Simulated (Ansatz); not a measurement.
Input:

```xyz
2
Lattice="3.1739 0.0000 0.0000 1.5869 2.7487 0.0000 0.0000 0.0000 4.9870" Properties=species:S:1:pos:R:3 pbc="T T T"
Hf     3.1739     1.8324     3.7403
Hf     1.5869     0.9162     1.2468
```

No spin polarisation.

All numbers come from PBEsol (Ansatz, an electronic-structure program), scalar-relativistic without spin-orbit coupling. k-mesh 21×21×12 (Γ-centred); smearing 0.1 eV (Fermi–Dirac).

Predict the in-plane stress, band gap and space group.


* **Mean in-plane stress (compression positive)**: -1.0 GPa
* **Band gap**: zero
* **Space group**: P6_3/mmc (No. 194)

The cells carry an imposed strain or load. Stability against distortions was not tested. The final runs are not spin-polarised. The cell was made from Hf in the hcp (Mg type) structure (space group P6_3/mmc, No. 194) by this change: biaxial strain +0.50 %, plane normal [001], relaxed out of plane.
